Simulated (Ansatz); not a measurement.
Consider the energy of the reaction as written. Reaction: 1/8 cell B + 7/8 cell C → cell A. A negative value means that the right-hand side lies lower.

Cell A: a slab of Ir (fcc, Fm-3m) cut along (111), 11 atoms, oblique cell of 5.48 × 2.74 Å (13.0 Å²), symmetry Pm within 0.02 Å, 10.8 Å thick under 15 Å of vacuum, in-plane vectors held at the crystal's; planes from bottom to top: Ir2 × 5 | F, its two faces unlike (dipole correction applied); added, foreign or displaced atoms, above the top plane: F bound to 1 Ir at 1.93 Å; spin state with PBE: run without spin, k-point mesh 10×19×1.
```
Ir10F
1.0
    5.47549     0.00000     0.00000
    1.36887     2.37095     0.00000
    0.00000     0.00000    26.24262
Ir F
10 1
Direct
  0.80253   0.69736   0.30472
  0.30238   0.69748   0.30463
  0.96899   0.03094   0.38811
  0.46855   0.03143   0.38809
  0.13461   0.36539   0.47344
  0.63481   0.36520   0.47245
  0.80383   0.69623   0.55894
  0.30111   0.69891   0.55793
  0.96973   0.03034   0.64278
  0.47005   0.02994   0.63993
  0.97674   0.02345   0.71621
```

Cell B: a slab of Ir (fcc, Fm-3m) cut along (111), 46 atoms, hexagonal cell of 8.21 Å (58.4 Å²), symmetry P3m1 within 0.02 Å, 10.5 Å thick under 16 Å of vacuum, in-plane vectors held at the crystal's; planes from bottom to top: Ir9 × 5 | F, its two faces unlike (dipole correction applied); added, foreign or displaced atoms, above the top plane: F bound to 3 Ir at 2.35 Å; spin state with PBE: run without spin, k-point mesh 5×5×1.
```yaml
crystal:
  lattice:
    - [8.21323, 0.00000, 0.00000]
    - [4.10661, 7.11286, 0.00000]
    - [0.00000, 0.00000, 26.24262]
  atoms:
    - { symbol: Ir, position: [0.88912, 0.22211, 0.30652] }
    - { symbol: Ir, position: [0.22211, 0.22211, 0.30652] }
    - { symbol: Ir, position: [0.55563, 0.22208, 0.30661] }
    - { symbol: Ir, position: [0.88884, 0.55564, 0.30675] }
    - { symbol: Ir, position: [0.22208, 0.55563, 0.30661] }
    - { symbol: Ir, position: [0.55563, 0.55563, 0.30661] }
    - { symbol: Ir, position: [0.88884, 0.88884, 0.30675] }
    - { symbol: Ir, position: [0.22211, 0.88912, 0.30652] }
    - { symbol: Ir, position: [0.55564, 0.88884, 0.30675] }
    - { symbol: Ir, position: [0.99990, 0.99990, 0.38995] }
    - { symbol: Ir, position: [0.33353, 0.99990, 0.38995] }
    - { symbol: Ir, position: [0.66651, 0.00032, 0.39020] }
    - { symbol: Ir, position: [0.99990, 0.33353, 0.38995] }
    - { symbol: Ir, position: [0.33332, 0.33332, 0.38985] }
    - { symbol: Ir, position: [0.66668, 0.33332, 0.38985] }
    - { symbol: Ir, position: [0.00032, 0.66651, 0.39020] }
    - { symbol: Ir, position: [0.33332, 0.66668, 0.38985] }
    - { symbol: Ir, position: [0.66651, 0.66651, 0.39020] }
    - { symbol: Ir, position: [0.11111, 0.11111, 0.47486] }
    - { symbol: Ir, position: [0.44373, 0.11104, 0.47500] }
    - { symbol: Ir, position: [0.77857, 0.11104, 0.47500] }
    - { symbol: Ir, position: [0.11104, 0.44373, 0.47500] }
    - { symbol: Ir, position: [0.44444, 0.44444, 0.47468] }
    - { symbol: Ir, position: [0.77857, 0.44373, 0.47500] }
    - { symbol: Ir, position: [0.11104, 0.77857, 0.47500] }
    - { symbol: Ir, position: [0.44373, 0.77857, 0.47500] }
    - { symbol: Ir, position: [0.77778, 0.77778, 0.47486] }
    - { symbol: Ir, position: [0.88604, 0.22365, 0.56095] }
    - { symbol: Ir, position: [0.22365, 0.22365, 0.56095] }
    - { symbol: Ir, position: [0.55527, 0.22280, 0.55944] }
    - { symbol: Ir, position: [0.88865, 0.55604, 0.55960] }
    - { symbol: Ir, position: [0.22280, 0.55527, 0.55944] }
    - { symbol: Ir, position: [0.55527, 0.55527, 0.55944] }
    - { symbol: Ir, position: [0.88865, 0.88865, 0.55960] }
    - { symbol: Ir, position: [0.22365, 0.88604, 0.56095] }
    - { symbol: Ir, position: [0.55604, 0.88865, 0.55960] }
    - { symbol: Ir, position: [0.99963, 0.99963, 0.64324] }
    - { symbol: Ir, position: [0.33408, 0.99963, 0.64324] }
    - { symbol: Ir, position: [0.66791, 0.99751, 0.64295] }
    - { symbol: Ir, position: [0.99963, 0.33408, 0.64324] }
    - { symbol: Ir, position: [0.33005, 0.33005, 0.64315] }
    - { symbol: Ir, position: [0.67323, 0.33005, 0.64315] }
    - { symbol: Ir, position: [0.99751, 0.66791, 0.64295] }
    - { symbol: Ir, position: [0.33005, 0.67323, 0.64315] }
    - { symbol: Ir, position: [0.66791, 0.66791, 0.64295] }
    - { symbol: F, position: [0.44444, 0.44444, 0.70750] }
```

Cell C: a slab of Ir (fcc, Fm-3m) cut along (111), 6 atoms, hexagonal cell of 2.74 Å (6.5 Å²), symmetry P3m1 within 0.02 Å, 10.5 Å thick under 16 Å of vacuum, in-plane vectors held at the crystal's; planes from bottom to top: Ir × 5 | F, its two faces unlike (dipole correction applied); added, foreign or displaced atoms, above the top plane: F bound to 3 Ir at 2.31 Å; spin state with PBE: run without spin, k-point mesh 19×19×1.
```xyz
6
Lattice="2.7377 0.0000 0.0000 1.3689 2.3710 0.0000 0.0000 0.0000 26.2426" Properties=species:S:1:pos:R:3 pbc="T T T"
Ir     2.7377     1.5806     8.0086
Ir     0.0000     0.0000    10.1979
Ir     1.3689     0.7903    12.4253
Ir     2.7377     1.5806    14.6883
Ir     0.0000     0.0000    16.7965
F      1.3689     0.7903    18.4795
```

Plane-wave PAW calculations with Ansatz (a quantum-chemistry and plane-wave program), its default PAW set, cutoff 420 eV, 500 eV for r2SCAN. The structures are at rest with PBE, within the held lattices; other levels are single points on them. Neutral cells; Fermi-Dirac smearing of at most 0.10 eV in the solids, energies taken to zero width. The lattices are those relaxed with PBE, so at other levels the solids can be strained, which adds to the spread. Larger cells are relaxed from a start prepared with the learned potential CHGNet, on a coarser mesh till forces fall under 0.03 eV/Å, which some starts already meet. A dispersion term (D3(BJ), or D4 for r2SCAN) was computed beside these levels and is taken off wherever the name lacks it. The PAW files were made for PBE and serve at the other functionals too. Space groups of crystals are read within 0.01 Å. Static lattices, no vibrational contributions. Cells are local rest points, mostly with their start's symmetry. The runs are scalar-relativistic, without spin-orbit coupling. The d electrons get no Hubbard U. No correction for cell size. The cells' k-point meshes differ in density, so the last digit is unsettled. Cell A has symmetry Pm within 0.02 Å and got no random move, so less symmetric positions, which may lie lower, weren't tried. Cell B has symmetry P3m1 within 0.02 Å and got no random move, so less symmetric positions, which may lie lower, weren't tried. Cell C has symmetry P3m1 within 0.02 Å and got no random move, so less symmetric positions, which may lie lower, weren't tried.

Question: What is the computed value (PBE)?

Answer: -0.63 eV, for 1/8 cell B + 7/8 cell C → cell A.

Question: What do the other levels give, and how wide is the spread?

Answer: 
```json
[
 {"Functional": "r2SCAN", "value (eV)": "-0.61", "less PBE": "0.02"}
]
```

The levels shown span only 0.02 eV, too little to tell them apart.
